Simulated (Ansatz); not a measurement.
A constructed model of the (0001) surface of hcp Co, ferromagnetic, a pseudomorphic layer of Al in the host's stacking (bottom of the slab: a bare face, its two planes held)

Computed with PBE (plane waves to 420 eV, PAW; Ansatz, a first-principles code).

Model: 7-atom slab, 12.2 Å thick at the start with caps and adatoms (thin: gaps and levels are the slab's own), 17x17x1 mesh, Fermi-Dirac 0.1 eV, dipole correction, 2 atoms held, the rest relaxed; held to the start's symmetry, so lower structures may exist; spin-polarised, ending with about 9.5 μB a cell; orders that need a larger cell were not tried, no spin-orbit, no U. In PBE it is, or lies within 0.01 eV a 1x1 cell of, the lowest of the 2 structures of its composition computed so far; subsurface sites and larger cells were not tried.

```json
{
 "work_function_of_the_top_face": "4.06 eV",
 "energy_released_by_relaxation": "0.008 eV",
 "magnetic_moment_of_the_cell": "9.55 μB",
 "cost": "around 5 core-minutes (rough)"
}
```
